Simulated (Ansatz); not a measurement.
Amorphous cells of 8 compositions: the gap between the highest filled and lowest empty level at the zone centre, by PBE and by a single point of r2SCAN on the same geometry (PBE, scalar-relativistic without spin-orbit coupling (plane waves to 420 eV, PAW; Ansatz, a quantum-chemistry and plane-wave program); r2SCAN at 500 eV). The networks come from melt-quench runs on the CHGNet potential at compositions and starting densities chosen by hand, with anions pushed apart in the CHGNet dynamics, and DFT then relaxed them. The cells are small and were quenched far faster than real films, so single cells scatter. Defect or tail levels can set these gaps. The rows are the first to finish with both values and no moments.

| cell | PBE gap x (eV) | r2SCAN gap y (eV) |
|---|---|---|
| A (Zr20O43W, 5.41 g/cm3) | 2.39 | 2.67 |
| B (Zr20O45Ta2, 5.75 g/cm3) | 3.05 | 3.46 |
| C (Al28O43Li2, 3.01 g/cm3) | 3.07 | 3.67 |
| D (Al28O43K2, 3.04 g/cm3) | 3.15 | 3.77 |
| E (Al28O43Ba, 3.26 g/cm3) | 3.33 | withheld |
| F (Zr20O43Y2, 5.27 g/cm3) | 3.36 | 3.81 |
| G (Al28O43Ca, 3.02 g/cm3) | 3.45 | 4.08 |
| H (Zr20O45P2, 4.96 g/cm3) | 3.72 | 4.17 |

### Question
Fit a straight line through the 7 full rows and predict the withheld value for E (Al28O43Ba, 3.26 g/cm3).

### Answer
Means: x = 3.170, y = 3.661. Slope = Σ(Δx Δy) / Σ(Δx²) = 1.22 / 1.05 = 1.16; the r.m.s. residual is 0.103. Prediction: 3.661 + 1.16 × (3.33 − 3.170) = 3.85. The run gave 3.94, 0.09 above the line.
